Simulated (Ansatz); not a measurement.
Cell and atoms of amorphous In$_{9}$Ga$_{9}$Zn$_{9}$O$_{39}$W:

```
CELL_PARAMETERS angstrom
      9.55740    -0.05743     0.13754
     -0.05743     9.43842     0.12048
      0.13754     0.12048     9.52004
ATOMIC_POSITIONS crystal
  In 0.63508 0.84211 0.07857
  In 0.25950 0.83675 0.90844
  In 0.73080 0.48987 0.13122
  In 0.67327 0.65273 0.68959
  In 0.28307 0.54968 0.62161
  In 0.96279 0.02082 0.84154
  In 0.12153 0.45648 0.00978
  In 0.96522 0.06419 0.42219
  In 0.34886 0.96700 0.30598
  Ga 0.62065 0.92240 0.48786
  Ga 0.88866 0.68898 0.91272
  Ga 0.48226 0.21758 0.58087
  Ga 0.97072 0.45022 0.64917
  Ga 0.03867 0.76622 0.59054
  Ga 0.61824 0.15979 0.28641
  Ga 0.60934 0.00589 0.81249
  Ga 0.44386 0.48634 0.91489
  Ga 0.81376 0.70178 0.35654
  Zn 0.76396 0.34103 0.47666
  Zn 0.03340 0.82869 0.17460
  Zn 0.40714 0.15378 0.00383
  Zn 0.02921 0.45772 0.33741
  Zn 0.92332 0.18914 0.10561
  Zn 0.21730 0.25614 0.77416
  Zn 0.23618 0.99618 0.61292
  Zn 0.25033 0.26220 0.29639
  Zn 0.73746 0.30963 0.84473
  O  0.46124 0.95739 0.94583
  O  0.44176 0.02362 0.52657
  O  0.30299 0.61084 0.98871
  O  0.92409 0.22938 0.89431
  O  0.57687 0.19094 0.75260
  O  0.41815 0.16844 0.20749
  O  0.50668 0.65707 0.15679
  O  0.00550 0.96744 0.62965
  O  0.65667 0.72401 0.46882
  O  0.32963 0.73950 0.38525
  O  0.02786 0.82628 0.94882
  O  0.80804 0.73472 0.16396
  O  0.08969 0.56592 0.51804
  O  0.20184 0.05303 0.81844
  O  0.31908 0.31920 0.60089
  O  0.11878 0.61730 0.19569
  O  0.91114 0.51060 0.99187
  O  0.64197 0.87877 0.67893
  O  0.69347 0.69382 0.91157
  O  0.26192 0.84743 0.14046
  O  0.77150 0.43521 0.67095
  O  0.08420 0.31947 0.18724
  O  0.82269 0.50518 0.33725
  O  0.22296 0.77508 0.68210
  O  0.74334 0.07638 0.44188
  O  0.96600 0.30065 0.50145
  O  0.19349 0.08409 0.41579
  O  0.57569 0.95153 0.27150
  O  0.75218 0.99357 0.94065
  O  0.32521 0.46303 0.29142
  O  0.11971 0.44367 0.77593
  O  0.57457 0.29920 0.42607
  O  0.60352 0.40418 0.97671
  O  0.31752 0.32659 0.94381
  O  0.96877 0.80778 0.40878
  O  0.74693 0.26372 0.17939
  O  0.97865 0.02294 0.20467
  O  0.46799 0.56260 0.73161
  O  0.91039 0.66983 0.71239
  W  0.32132 0.64168 0.22363
```

Methods: PBE, scalar-relativistic without spin-orbit coupling (Ansatz, a program for electronic structure); r2SCAN, scalar-relativistic without spin-orbit coupling (Ansatz); HSE06, scalar-relativistic without spin-orbit coupling (Ansatz). Neutral PBE cell, which sets geometry, pressure and energy: sampling: a 2×2×2 Γ-centred mesh; Fermi-Dirac width 0.02 eV; no spin polarisation. Exact exchange is cut at the faces of this 9 Å cell, which leaves hybrid gaps a finite-size error.

It comes from a melt-quench run on a machine-learned potential (CHGNet), relaxed afterwards by DFT. O atoms were pushed apart under 1.9 Å during the dynamics, to hinder bonds among them. The hot cell started wider than the set density and was brought back towards it in steps. It is the lowest in DFT energy of 2 quenches. It is a model cell: composition and starting density were chosen by hand, and all elements were melted together. No dispersion term was used. Its density started from a set value of 5.97 and ended at 5.91 g/cm³. The quench (nominally 210 K/ps over its main leg) was far faster than any real one, so the model tends to hold more defects than a real film. Values belong to this one cell and scatter from quench to quench. Volume and shape were free in the relaxation.

Problem. Give the pressure and the spacing of the highest filled and lowest empty levels.

Solution. 
| Item | Result |
|---|---|
| Pressure on a 2×2×2 Γ-centred mesh | 0.9 kbar |
| Largest force and stress component on that mesh (the relaxation ran on the zone centre alone) | 0.11 eV/Å and 0.1 GPa |
| Level gap on a 2×2×2 Γ-centred mesh (PBE) | 0.67 eV |
| Level gap at the zone centre (PBE) | 0.68 eV |
| Level gap at the zone centre (r2SCAN) | 1.16 eV |
| Level gap at the zone centre (HSE06) | 2.25 eV |
| Distance between the nearest levels spread over more than a fifth of the atoms or a third of the atoms of their main element (six at least) (PBE, zone centre) | 1.02 eV |

Problem. At PBE and the zone centre, how localised are the states just below and above the Fermi level (participation number: the atoms over which a state spreads)?

Solution. The highest filled state is spread over 2.3 atoms' worth, largest on O64, with weights by element (charge in smoothed Voronoi cells) O 0.90, Zn 0.09, In 0.01. The lowest empty state is spread over 57.0 atoms' worth, largest on In2, with weights by element (charge in smoothed Voronoi cells) O 0.51, In 0.23, Zn 0.14.

At PBE the levels at the filled edge of the gap are localised (band-tail or defect states), and the nearest spread-out levels lie 1.0 eV apart at the zone centre.

Neighbours within In-In 3.12 Å, In-Ga 2.90 Å, In-Zn 2.90 Å, In-O 2.56 Å, In-W 3.08 Å, Ga-Ga 2.68 Å, Ga-Zn 2.68 Å, Ga-O 2.36 Å, Ga-W 2.86 Å, Zn-Zn 2.68 Å, Zn-O 2.60 Å, Zn-W 2.86 Å, O-O 1.58 Å, O-W 2.51 Å, W-W 3.04 Å count as bonded. Two cations that share two anions don't count as bonded, nor two that share one unless they lie closer than In-In 3.04 Å, In-Ga 2.82 Å, In-Zn 2.82 Å, In-W 3.00 Å, Ga-Ga 2.61 Å, Ga-Zn 2.61 Å, Ga-W 2.78 Å, Zn-Zn 2.61 Å, Zn-W 2.78 Å, W-W 2.95 Å.

Added carriers, by PBE, scalar-relativistic without spin-orbit coupling (Ansatz) on the zone centre alone. Charged cells keep the cell fixed and stand in a uniform background, with no image correction, at a width of 0.01 eV; where the count is odd the moment is locked at 1 μB, unless the neutral cell bore moments. Each starts from the undistorted neutral geometry alone. PBE's self-interaction favours spread-out carriers, so it can miss traps that a hybrid finds.

Problem. What happens at PBE when the cell takes an extra electron and the atoms relax?

Solution. Relaxation lowers the charged cell by 0.01 eV. The largest moves are In5 0.05 Å, O37 0.04 Å, O40 0.03 Å, O42 0.03 Å. The level that holds the added charge spreads over 56.5 atoms' worth, most on In2 (weight 0.05): a carrier spread over the cell. No bond crosses its cut-off with a change of over 0.15 Å (metal-metal contacts aside). Made neutral again at that geometry, the cell lies +0.01 eV from the neutral start.

Problem. What happens at PBE when the cell takes a hole and the atoms relax?

Solution. Relaxation lowers the charged cell by 0.11 eV. The largest moves are O39 0.11 Å, In8 0.08 Å, Zn23 0.08 Å, O31 0.06 Å. The level that was emptied spreads over 6.2 atoms' worth, most on O64 (weight 0.37): a partly localised carrier. No bond crosses its cut-off with a change of over 0.15 Å (metal-metal contacts aside). Made neutral again at that geometry, the cell lies +0.17 eV from the neutral start (a closed shell was imposed there, with levels 0.21 eV apart, so this is an upper bound).
